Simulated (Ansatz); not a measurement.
Output of an Ansatz run (abridged):

```
WARN ansatz: RAYON_NUM_THREADS=1 ignored (pool sized by the plan → 1); use --threads N
Pseudopotentials: kind: paw
Pseudopotential: Cs, paw, valence charge 9
Pseudopotential: O, paw, valence charge 6
Crystal: 4 atoms, lattice volume = 103.847 Å³
Basis set: ecut = 420 eV, 2005 PW (Γ)
Bands: 19, of which v1, the nominal top of the filled ones, is band 15 counted from 1 (14 counted from 0)
Symmetry: 8 space group operations
Space group: Immm (ITA 71), of the structure as read, at distance tolerance 4.7e-5 Å
k-points: 64 of 343
PAW frozen core: Cs, regenerated for the run's functional, and the local potential with it
PAW frozen core: O, regenerated for the run's functional, and the local potential with it
Initial density: superposition of atomic densities (neutral atoms: chi_scale 0, normalization atom), corrected by the library's trained network
Initial wavefunctions: pseudopotential atomic-orbital guess
Eigensolver: davidson
Functional: x = slater, c = lda
SCF iter   1: F=—  HF=-12119.733667 eV  |F-HF|=—  |Δ(HF+E_count)|=         —  Δρ=1.41e-2  dr2=2.27e-1  ethr=1.77e-3  ⟨swp⟩=4.5  Hψ=5726  notcnv=0  defer=112
all-band conjugate gradients solve this SCF's bands
preconditioner: auto → none
SCF iter   2: F=—  HF=-12119.728956 eV  |F-HF|=—  |Δ(HF+E_count)|=   4.71e-3  Δρ=1.38e-2  dr2=1.90e-1  ethr=7.57e-4  ⟨swp⟩=2.7  Hψ=2746  notcnv=0  defer=123
SCF iter   3: F=—  HF=-12119.682173 eV  |F-HF|=—  |Δ(HF+E_count)|=   4.68e-2  Δρ=1.75e-3  dr2=1.60e-3  ethr=6.34e-4  ⟨swp⟩=2.2  Hψ=1926  notcnv=0  defer=114
SCF iter   4: F=—  HF=-12119.681880 eV  |F-HF|=—  |Δ(HF+E_count)|=   2.94e-4  Δρ=3.55e-4  dr2=1.20e-4  ethr=5.34e-6  ⟨swp⟩=2.1  Hψ=2582  notcnv=0  defer=128
SCF iter   5: F=—  HF=-12119.681858 eV  |F-HF|=—  |Δ(HF+E_count)|=   2.16e-5  Δρ=5.92e-5  dr2=2.25e-6  ethr=3.99e-7  ⟨swp⟩=2.8  Hψ=1917  notcnv=0  defer=54
SCF iter   6: F=—  HF=-12119.681858 eV  |F-HF|=—  |Δ(HF+E_count)|=   2.57e-7  Δρ=1.23e-5  dr2=1.78e-7  ethr=7.52e-9  ⟨swp⟩=2.5  Hψ=2026  notcnv=0  defer=4
SCF iter   7: F=-12119.681858 eV  HF=-12119.681858 eV  |F-HF|=3.37e-10  |Δ(HF+E_count)|=   3.91e-8  Δρ=2.40e-6  dr2=2.69e-9  ethr=3.33e-10  ⟨swp⟩=6.5  Hψ=6313  notcnv=0
SCF 1 converged in 7 iterations: F = -12119.681858 eV  dr2 = 2.69e-9
SCF converged after 7 iterations
Free energy (F): -12119.681858 eV
Harris-Foulkes:  -12119.681858 eV  (|F-HF|=3.37e-10)
Internal energy: -12119.681858 eV  (E = F + TS)
E sigma→0 (E₀):  -12119.681858 eV
Fermi energy:    6.486687 eV
--- Per-component energies (eV) ---
  E_band       = -92.112364
  E_kinetic    = 631.291086
  E_local      = -1416.143381  (includes V_loc(G=0)·N_el)
  E_nonlocal   = 165.196575
  E_hartree    = 543.161406
  E_xc         = -491.826924
  E_vxc        = -441.291739  (∫ρ·V_xc dr)
  E_paw        = -10098.029286  (= ΣΔE_a)
  E_vpaw       = -117.491872  (= ΣTr[D̂ρ^β])
  E_aug_tail   = 0.004804  (compensation charges beyond the density's cutoff)
  E_ewald      = -1454.071093
  E_core_change = 0.734955  (= ΣΔE_core)
  E_smearing   = -0.000000  (= −TS)
  E_closure    = 0.000000  (closes the sum)
  Σ components = -12119.681858   (vs F -12119.681858, Δ=0.00e0)
--- Forces (eV/Å), atoms counted from 1 ---
  atom   1  Cs     0.00000000     0.00000000     0.15538494
  atom   2  Cs    -0.00000000    -0.00000000    -0.15538494
  atom   3  O     -0.00000000    -0.67381893     0.00000000
  atom   4  O      0.00000000     0.67381893     0.00000000
  max |Σ_I F_I| component: 1.11e-16 eV/Å
--- Stress (GPa, compression-positive) ---
       -2.526677      -0.000000      -0.000000
       -0.000000      -3.738131       0.000000
       -0.000000       0.000000      -2.908371
  P = ⅓ Tr σ = -3.0577 GPa (-30.577 kbar)
  The stress holds the Pulay correction. Without it, at fixed plane waves, as pw.x and ABINIT print it: P = -3.3920 GPa
--- Band table (eV; the first three rows and the last of 64) ---
  k-point 0: bands = ["-15.6917", "-15.0243", "-13.5095", "-7.6385", "-2.8777", "-2.6553", "-1.9656", "-1.7668", "-1.6474", "-1.3180", "1.0824", "2.5639", "2.6171", "5.7460", "6.4867", "8.1396", "8.5458", "9.2923", "10.5576"]
  k-point 1: bands = ["-15.6295", "-15.0420", "-13.5568", "-7.6372", "-2.7587", "-2.7475", "-2.0856", "-1.8729", "-1.5533", "-1.4871", "1.1079", "2.5934", "2.7508", "5.7491", "6.3743", "8.3337", "9.1175", "9.5905", "10.8508"]
  k-point 2: bands = ["-15.4752", "-15.0810", "-13.6771", "-7.6347", "-2.9166", "-2.7919", "-2.3622", "-1.9090", "-1.5814", "-1.3890", "1.1605", "2.7167", "2.9574", "5.7566", "6.0609", "8.7705", "9.6731", "10.2693", "10.5426"]
  k-point 63: bands = ["-15.2811", "-15.2778", "-13.7293", "-7.7753", "-3.0398", "-2.6103", "-2.3667", "-1.6240", "-1.2205", "-1.1857", "1.2464", "2.5748", "2.9015", "5.8192", "5.9817", "8.6545", "10.0252", "10.2465", "10.4291"]
```

The structure:

```xyz
4
Lattice="-2.1560 3.2026 3.7599 2.1560 -3.2026 3.7599 2.1560 3.2026 -3.7599" Properties=species:S:1:pos:R:3 pbc="T T T"
Cs     0.0000     0.0000     1.9067
Cs     0.0000     0.0000     5.6131
O      0.0000     3.9533     0.0000
O      0.0000     2.4519     0.0000
```

Write an input that gives this output.

Other spellings and defaults could give the same log, and not every line can be read from it. The input that was run (DFT, LDA (PW92), plane waves, default PAW files made with PBE):

Ansatz 0.2 input:
```yaml
crystal:
  lattice:
    - [-2.15602100, 3.20259200, 3.75993600]
    - [2.15602100, -3.20259200, 3.75993600]
    - [2.15602100, 3.20259200, -3.75993600]
  atoms:
    - { symbol: Cs, position: [0.25356000, 0.25356000, 0.00000000] }
    - { symbol: Cs, position: [0.74644000, 0.74644000, 0.00000000] }
    - { symbol: O, position: [0.61720000, 0.00000000, 0.61720000] }
    - { symbol: O, position: [0.38280000, 0.00000000, 0.38280000] }
basis:
  ecutwfc: 420.0
kpoints:
  mp_grid: { grid: [7, 7, 7] }
hamiltonian:
  xc: lda
  pseudopotentials: { kind: paw }
scf:
  occupations: { method: fixed }
output:
  forces: true
  eigenvalues: true
  stress: true
```

The starting cell comes from a database of computed structures (which also holds hypothetical and non-ambient phases and stackings), without a prior relaxation at this level. Its lattice was rescaled by up to half a per cent. With a pressure of about -3 GPa the cell is away from its equilibrium volume at this level. Ansatz's pressure includes its estimate of the finite-basis (Pulay) stress.

Ansatz is an electronic-structure program.
